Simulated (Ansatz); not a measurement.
Start from C (space group Im-3m, No. 229; a = 4.362 Å; a hypothetical phase, not in the database extracts checked). Axes: x, y, z lie along the cube axes.

Modification: uniaxial stress, 2 GPa compression along z, with the cell and atoms free to relax against it.

Levels (all Ansatz, a quantum-chemistry and plane-wave program, PAW): PBEsol (420 eV, no spin-orbit coupling); r2SCAN (500 eV, spin-orbit coupling left out).

The geometry is relaxed with PBEsol.

| Item | Value |
|---|---|
| PBEsol smallest direct gap | 3.19 eV |
| PBEsol pressure | 6.7 kbar |
| PBEsol band gap | 2.39 eV |

**Question.** What does r2SCAN give at this geometry for the smallest direct gap, pressure and band gap?

**Answer.** The smallest direct gap goes up by 0.12 eV, from 3.19 eV to 3.31 eV; the pressure goes up by 14.4 kbar, from 6.7 kbar to 21.1 kbar; the band gap rises by 0.09 eV, from 2.39 eV to 2.48 eV.

Single points use the geometry relaxed with PBEsol. Their cutoffs differ, which shifts pressures a little. Load acts through the strain it causes; cell and atoms are relaxed under it. Beyond what the load breaks, stability against distortions was not tested.
